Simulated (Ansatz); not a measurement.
The cell is built on a prototype and need not be the phase stable at ambient conditions.

Consider the following.

```
CELL_PARAMETERS angstrom
      4.08624     0.00000     0.00000
      0.00000    20.68315     0.00000
      2.04312    10.34157     2.04312
ATOMIC_POSITIONS crystal
  Sr 0.00000 0.50000 0.00000
  Sr 0.00000 0.68578 0.00000
  Sr 0.00000 0.31422 0.00000
  Sn 0.00000 0.90057 0.00000
  Sn 0.00000 0.09943 0.00000
  O  0.00000 0.00000 0.00000
  O  0.50000 0.90277 0.00000
  O  0.50000 0.40277 0.00000
  O  0.50000 0.09723 0.00000
  O  0.50000 0.59723 0.00000
  O  0.00000 0.80109 0.00000
  O  0.00000 0.19891 0.00000
```

Space group of this cell: I4/mmm. The cell was relaxed by PBE-D3(BJ); by r2SCAN its mean pressure is -1.9 GPa.

Transport runs along the normal of the first two printed cell vectors.

The gap is the functional's own, uncorrected, and κ follows it; spin-orbit coupling is left out. Mid-gap values are interpolated between the computed energies.

**Question.** Compute, with Ansatz (a first-principles code) with r2SCAN, the band gap and the smallest decay constant κ at mid-gap.

**Answer.** Gap 2.77 eV on a 14×14×14 mesh; κ = 0.281 1/Å, at the zone centre.
